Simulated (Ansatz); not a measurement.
**Zr: stress against strain**

Zr (hcp, P6_3/mmc, 23.509 Å³/atom at rest, c along z) under a strain ε along c (axis z), the other axes held. r2SCAN in Ansatz, a plane-wave DFT program (PAW, default set), 500 eV, 20×20×11 Γ-centred mesh, Fermi-Dirac smearing 0.10 eV; ions are relaxed within the symmetry of each cell. Stress is positive for a compressed cell.

Here s stands for strain and y for stress zz.

```
strain (%)  stress zz (GPa)
----------  ---------------
-1.50                  2.65
-1.00                  1.74
-0.50                  0.86
0.00                   0.00
0.50                  -0.83
1.00                  -1.63
1.50                  -2.42
3.00                      ?
```

The 7 complete rows are fitted with a straight line, y against s. Means: s 0, y 0.053. About the means, the sum of products is -11.820 and the sum of squares of s is 7.0000; the slope is their ratio. Least squares gives y = 0.053 - 1.6886·s. Residuals (row less fit): 0.064, -0.002, -0.037, -0.053, -0.039, 0.006, 0.060; standard error 0.052 (degrees of freedom: 5). The slope gives the elastic constant C33 = 169 ± 2.0 GPa.

Question: Predict the withheld y at s = 3.00 from the fit, and compare with the calculation.

Answer: y = 0.053 - 1.6886 × 3.0 = -5.013 GPa. The calculation gives -4.63 GPa, 0.383 GPa above the prediction (5.3 % of the range of y in the table). The row lies outside the fitted rows, so this is an extrapolation. From the scatter of the fitted rows alone, a prediction at this place has a standard error of 0.081 GPa, so the miss is 4.7 times that.

One order more, fitted to all 13 runs of the series, follows each within 0.01, so the miss is the next term of a smooth law. In a metal these values are sensitive to mesh and smearing; energies are taken to zero smearing, stresses follow the free energy. Rows are the converged runs of the series near zero and its far end; series whose fitted rows scatter by over a few per cent of the range, as at a crossing or softening among them, aren't shown in this form. Most that stay on the fit to the last digits aren't either.
